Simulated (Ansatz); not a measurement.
SiH4 on the (100) surface of germanium (2x1 monohydride; a constructed slab, bottom: dihydride, held), one in a cell of 66 Å², started at the site 'bridge H-H (span 3.6 Å)'

Calculation: PBE with D3(BJ) dispersion (plane waves to 420 eV, PAW; Ansatz, a program for electronic structure).

Slab: 49 atoms, 12.3 Å thick at the start with caps and adatoms under the adsorbate (thin: gaps and levels are the slab's own); k 3x3x1, smearing 0.01 eV, dipole-corrected; 24 atoms held, the rest relaxed; held to the start's symmetry, so lower structures may exist; no spin, no spin-orbit, no U. At the end no host atom lies within bonding distance. In D3-corrected PBE it is, or lies within 0.03 eV of, the lowest of the starts that converged.

```yaml
adsorption energy against SiH4(g): -15 kJ/mol
change_of_the_step_from_the_bottom_to_the_top_vacuum_level_against_the_clean_slab: 0.016 eV
energy_released_by_relaxation: 0.13 eV
height of the binding atom over the mean of the host atoms within 0.3 Å of the top one: 2.549 Å
nearest_host_atoms_of_the_binding_atom: H at 2.92 Å, H at 3.38 Å, Ge at 4.11 Å
largest_move_of_a_host_atom: 0.09 Å
cost: around 50 core-minutes (rough)
```

A negative adsorption energy means that the adsorbate is more stable on the surface than in its reference.
